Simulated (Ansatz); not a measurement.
Base system: a 16-atom supercell of LiF in the rock salt structure (space group Fm-3m, No. 225) at its relaxed geometry.

```yaml
crystal:
  lattice:
    - [0.00000, 4.06787, 4.06787]
    - [4.06787, 0.00000, 4.06787]
    - [4.06787, 4.06787, 0.00000]
  atoms:
    - { symbol: F, position: [0.00000, 0.00000, 0.00000] }
    - { symbol: F, position: [0.00000, 0.00000, 0.50000] }
    - { symbol: F, position: [0.00000, 0.50000, 0.00000] }
    - { symbol: F, position: [0.00000, 0.50000, 0.50000] }
    - { symbol: F, position: [0.50000, 0.00000, 0.00000] }
    - { symbol: F, position: [0.50000, 0.00000, 0.50000] }
    - { symbol: F, position: [0.50000, 0.50000, 0.00000] }
    - { symbol: F, position: [0.50000, 0.50000, 0.50000] }
    - { symbol: Li, position: [0.25000, 0.25000, 0.25000] }
    - { symbol: Li, position: [0.25000, 0.25000, 0.75000] }
    - { symbol: Li, position: [0.25000, 0.75000, 0.25000] }
    - { symbol: Li, position: [0.25000, 0.75000, 0.75000] }
    - { symbol: Li, position: [0.75000, 0.25000, 0.25000] }
    - { symbol: Li, position: [0.75000, 0.25000, 0.75000] }
    - { symbol: Li, position: [0.75000, 0.75000, 0.25000] }
    - { symbol: Li, position: [0.75000, 0.75000, 0.75000] }
```

Method: plane-wave PAW DFT at the PBE level (Ansatz, a first-principles code, 420 eV), without spin-orbit coupling.

One neutral defect a cell, atoms relaxed at fixed cell.

One change was made to it. Results:

```json
[
 {"quantity": "largest displacement of a host atom from its site in the perfect cell", "base": "–", "after": "0.28 Å"},
 {"quantity": "pressure", "base": "0.0 GPa", "after": "15.7 GPa"}
]
```

Which change produced these results?
A. Cl on a F site
B. I on a F site, symmetric start
C. Li interstitial (started 1.44 Å from the nearest host atom)
D. F on a Li site (antisite)

C, Li interstitial (started 1.44 Å from the nearest host atom). For comparison, the pressure in the other runs: F on a Li site (antisite) gives 5.6 GPa; Cl on a F site gives 10.0 GPa; I on a F site, symmetric start gives 25.4 GPa.

The magnetic state is the one reached from the starting moments; the real material's order can differ, and small cells can't hold many antiferromagnetic ones. In so small a cell the defect repeats every few ångströms: this is an ordered compound, not a dilute defect. A case with no gap was solved on a k-mesh chosen for an insulator, which is coarse for it. Defects with a symmetric start kept the site's symmetry and may sit on a saddle; the others started slightly shaken. Seeded moments were not kept for Li interstitial (started 1.44 Å from the nearest host atom), Cl on a F site and I on a F site.
